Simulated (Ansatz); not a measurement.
Input and output of a self-consistent single point for PbF₂ (Fm-3m, 3 atoms in the cell) (Ansatz, an electronic-structure program).

Method of the run: PBE (plane waves, PAW; Ansatz).

The change in words: lattice scaled by 0.98. Reference geometry:
```
CELL_PARAMETERS angstrom
      0.00000     2.91920     2.91920
      2.91920     0.00000     2.91920
      2.91920     2.91920     0.00000
ATOMIC_POSITIONS crystal
  Pb 0.00000 0.00000 0.00000
  F  0.75000 0.75000 0.75000
  F  0.25000 0.25000 0.25000
```

Reference input (self-consistent single point, DFT, PBE, plane waves, default PAW files): kpoints.mp_grid.grid = 10 10 10; hamiltonian.xc = pbe; hamiltonian.pseudopotentials = {kind: paw} (the program's default PAW files); scf.occupations.method = fixed. This run's input differs from it in these lines:

```diff
@@ -3,5 +3,5 @@
   lattice:
-    - [0.00000000, 2.91920100, 2.91920100]
-    - [2.91920100, 0.00000000, 2.91920100]
-    - [2.91920100, 2.91920100, 0.00000000]
+    - [0.00000000, 2.86081700, 2.86081700]
+    - [2.86081700, 0.00000000, 2.86081700]
+    - [2.86081700, 2.86081700, 0.00000000]
   atoms:
```

Output (repeated stretches shortened):

```
SCF iter   1: F=—  HF=-13524.450925 eV  |F-HF|=—  |Δ(HF+E_count)|=         —  Δρ=7.49e-4  dr2=1.09e-4  ethr=1.77e-3  ⟨swp⟩=4.7  Hψ=3626  notcnv=0  defer=77
all-band conjugate gradients solve this SCF's bands
preconditioner: auto → none
SCF iter   2: F=—  HF=-13524.449840 eV  |F-HF|=—  |Δ(HF+E_count)|=   1.08e-3  Δρ=3.66e-4  dr2=2.41e-5  ethr=3.90e-7  ⟨swp⟩=2.5  Hψ=2051  notcnv=0  defer=83
SCF iter   3: F=—  HF=-13524.449905 eV  |F-HF|=—  |Δ(HF+E_count)|=   6.47e-5  Δρ=1.93e-4  dr2=5.29e-6  ethr=8.60e-8  ⟨swp⟩=3.0  Hψ=1504  notcnv=0  defer=81
SCF iter   4: F=—  HF=-13524.449933 eV  |F-HF|=—  |Δ(HF+E_count)|=   2.80e-5  Δρ=8.76e-5  dr2=1.82e-6  ethr=1.89e-8  ⟨swp⟩=2.0  Hψ=1500  notcnv=0  defer=81
SCF iter   5: F=—  HF=-13524.449936 eV  |F-HF|=—  |Δ(HF+E_count)|=   2.63e-6  Δρ=4.11e-5  dr2=4.29e-7  ethr=6.51e-9  ⟨swp⟩=2.8  Hψ=1331  notcnv=0  defer=83
SCF iter   6: F=-13524.449936 eV  HF=-13524.449936 eV  |F-HF|=9.36e-9  |Δ(HF+E_count)|=   4.60e-8  Δρ=7.77e-6  dr2=1.48e-8  ethr=3.57e-10  ⟨swp⟩=6.7  Hψ=4475  notcnv=0
SCF 1 converged in 6 iterations: F = -13524.449936 eV  dr2 = 1.48e-8
Free energy (F): -13524.449936 eV
Internal energy: -13524.449936 eV  (E = F + TS)
E sigma→0 (E₀):  -13524.449936 eV
Fermi energy:    6.788522 eV
--- Forces (eV/Å), atoms counted from 1 ---
  atom   1  Pb    -0.00000000     0.00000000     0.00000000
   [... zero for the other atoms too ...]
--- Stress (GPa, compression-positive) ---
       13.378861       0.000000      -0.000000
        0.000000      13.378861      -0.000000
        0.000000      -0.000000      13.378861
  P = ⅓ Tr σ = 13.3789 GPa (133.789 kbar)
  The stress holds the Pulay correction. Without it, at fixed plane waves, as pw.x and ABINIT print it: P = 12.8806 GPa
```

The run converged in 6 iterations. Against the reference run the free energy rises by 59.9 meV/atom, the pressure goes from 6.67 to 13.38 GPa and the gap on the mesh goes from 4.419 to 4.384 eV.

The starting cell comes from a database of computed structures (which also holds hypothetical and non-ambient phases and stackings), without a prior relaxation at this level. Its lattice was rescaled by a random factor within 2.5 % of one. For this run, on top of that: lattice scaled by 0.98. Spin-orbit coupling is off. With a pressure of about 13 GPa the cell is away from its equilibrium volume at this level. Ansatz's pressure includes its estimate of the finite-basis (Pulay) stress.

Keys are those of Ansatz 0.2.
